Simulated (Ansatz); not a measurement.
LaCuSeO under a change: electrons 3.0×10^21 cm⁻³

Base system: LaCuSeO (space group P4/nmm, No. 129; a = 4.016 Å, c = 8.637 Å).

Modification: 0.418 electrons added to each cell, a density of 3.0×10^21 cm⁻³, with a uniform compensating background at fixed cell and a 300 K Fermi–Dirac width.

The values are results of Kohn–Sham DFT with the PBEsol functional, run in Ansatz (a first-principles code) with PAW and 420 eV plane waves, scalar-relativistic without spin-orbit coupling, not measurements. k-mesh 12×12×6 (Γ-centred); smearing 0.0259 eV (Fermi–Dirac).

```tsv
quantity	base	changed	shift
gap between the host's bands	1.42 eV	1.42 eV	0.00 eV
gap character	direct at Γ	direct at Γ	–
largest internal atomic displacement	–	0.020 Å	–
Fermi level relative to the doped band's edge (positive inside the band; to 0.05 eV)	–	+0.65 eV	–
```

Charged cell with a jellium background: band edges are those of the host's band count, energies are not comparable with the neutral cell, and many-body gap narrowing is missing. Whether these cells are dynamically stable was not tested. No Hubbard U is applied. All final runs are without spin polarisation.
